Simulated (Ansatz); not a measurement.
## Quick settings and what they miss: TiSi2 (Cmcm, 6 atoms in the cell)

Self-consistent single point.

```xyz
6
Lattice="1.7420 -6.6707 0.0000 1.7420 6.6707 0.0000 0.0000 0.0000 3.5185" Properties=species:S:1:pos:R:3 pbc="T T T"
Ti     1.7420    -5.2950     2.6388
Ti     1.7420     5.2950     0.8796
Si     1.7420    -0.7771     2.6388
Si     1.7420     0.7771     0.8796
Si     1.7420     3.3395     2.6388
Si     1.7420    -3.3395     0.8796
```

Computed with PBE, harder PAW files (source: ansatz) (plane waves; Ansatz, a quantum-chemistry and plane-wave program).

Base settings: basis.ecutwfc = 740 eV; kpoints.mp_grid.grid = 8 8 8; hamiltonian.xc = pbe; hamiltonian.pseudopotentials = {kind: paw, source: ansatz}; scf.occupations.method = cold; scf.occupations.width = 0.272 eV.

Tight run (finer mesh or higher cutoff; not a proven limit): basis.ecutwfc: 740 eV → 1035 eV; kpoints.mp_grid.grid: 8 8 8 → 11 11 11; scf.convergence.dr2_threshold: default (1e-07 eV) → 1e-09 eV. It gave Fermi level (on the code's own zero) 13.54 eV; pressure 8.13 GPa; largest force (vector length) 0.332 eV/Å.

Quick runs, as changes from the base:
- A: the base itself
- B: basis.ecutwfc: 740 eV → 445 eV; kpoints.mp_grid.grid: 8 8 8 → 6 6 6; scf.convergence.dr2_threshold: default (1e-07 eV) → 0.0001 eV
- C: kpoints.mp_grid.grid: 8 8 8 → 4 4 4; scf.convergence.dr2_threshold: default (1e-07 eV) → 0.0001 eV
- D: basis.ecutwfc: 740 eV → 370 eV; kpoints.mp_grid.grid: 8 8 8 → 2 2 2; kpoints.mp_grid.shift: default → 0.5 0.5 0.5; scf.convergence.dr2_threshold: default (1e-07 eV) → 0.0001 eV
- E: basis.ecutwfc: 740 eV → 520 eV; kpoints.mp_grid.grid: 8 8 8 → 4 4 4; hamiltonian.xc: pbe → lda; scf.occupations.width: 0.272 eV → 0.136 eV; kpoints.mp_grid.shift: default → 0.5 0.5 0.5 [LDA (PW92)]
- F: basis.ecutwfc: 740 eV → 590 eV; kpoints.mp_grid.grid: 8 8 8 → 2 2 2; scf.occupations.method: cold → methfessel_paxton; scf.occupations.width: 0.272 eV → 0.2 eV

Energies are extrapolated to zero smearing width, which holds to low order in the width alone.

Dashes: energy of E, another energy zero.

† marks runs with another functional, U, potentials or spin treatment: their distance from the tight run is not a convergence error alone.

The count of work is k-points × plane waves × bands × iterations; it is no time. 

Pressures in the table are Ansatz's without its Pulay estimate, at a fixed set of plane waves; the tight run's value above holds the estimate.

The starting cell comes from a database of computed structures (which also holds hypothetical and non-ambient phases and stackings), without a prior relaxation at this level. Its lattice was rescaled by a random factor within 2.5 % of one. Spin polarisation is off. In the base run, with a pressure of about 8 GPa the cell is away from its equilibrium volume at this level.

| run | energy less tight (meV/atom) | pressure less tight (GPa) | largest miss in a force vector (eV/Å) | count of work / tight |
|---|---|---|---|---|
| A | -0.4 | 0.00 | 0.010 | 0.24 |
| B | 68.3 | -5.86 | 0.069 | 0.040 |
| C | 1.7 | -0.05 | 0.061 | 0.036 |
| D | 416.8 | -25.59 | 0.452 | 0.0012 |
| E† | – | -9.01 | 0.067 | 0.018 |
| F | 225.3 | 0.45 | 0.580 | 0.0096 |

Among the runs at the tight run's level, the energy misses run from 0.4 to 416.8 meV/atom.

Keys are those of Ansatz 0.2.
